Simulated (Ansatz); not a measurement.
A computed series for TiS2: point defects

The parent structure is a 24-atom supercell of TiS2 in the CdI2 type structure (space group P-3m1, No. 164; layered, stacked along the Cartesian z axis) at its relaxed geometry.

```
TiS2
1.0
    6.59607     0.00000    -5.34013
   -3.29803     5.71236     0.00000
    6.59607     0.00000     5.34013
Ti S
8 16
Direct
  0.00000   0.00000   0.00000
  0.00000   0.50000   0.00000
  0.25000   0.00000   0.25000
  0.25000   0.50000   0.25000
  0.50000   0.00000   0.50000
  0.50000   0.50000   0.50000
  0.75000   0.00000   0.75000
  0.75000   0.50000   0.75000
  0.94896   0.33333   0.21771
  0.94896   0.83333   0.21771
  0.19896   0.33333   0.46771
  0.19896   0.83333   0.46771
  0.44896   0.33333   0.71771
  0.44896   0.83333   0.71771
  0.69896   0.33333   0.96771
  0.69896   0.83333   0.96771
  0.80104   0.16667   0.53229
  0.80104   0.66667   0.53229
  0.05104   0.16667   0.78229
  0.05104   0.66667   0.78229
  0.30104   0.16667   0.03229
  0.30104   0.66667   0.03229
  0.55104   0.16667   0.28229
  0.55104   0.66667   0.28229
```

One neutral defect a cell, atoms relaxed at fixed cell.

Method: Ansatz (a quantum-chemistry and plane-wave program) PBEsol-D3(BJ), scalar-relativistic without spin-orbit coupling.

```json
[
 {"case": "perfect supercell", "pressure": "0.0 GPa", "largest displacement of a host atom from its site in the perfect cell": "–"},
 {"case": "Zr on a Ti site", "pressure": "…", "largest displacement of a host atom from its site in the perfect cell": "…"},
 {"case": "Ca on a Ti site", "pressure": "2.9 GPa", "largest displacement of a host atom from its site in the perfect cell": "0.24 Å"},
 {"case": "H interstitial (started 2.27 Å from the nearest host atom), symmetric start", "pressure": "-0.4 GPa", "largest displacement of a host atom from its site in the perfect cell": "0.04 Å"}
]
```

Complete the table.


- Zr on a Ti site, pressure: 1.8 GPa
- Zr on a Ti site, largest displacement of a host atom from its site in the perfect cell: 0.11 Å

In so small a cell the defect repeats every few ångströms: this is an ordered compound, not a dilute defect. Defects with a symmetric start kept the site's symmetry and may sit on a saddle; the others started slightly shaken. The final runs are not spin-polarised.
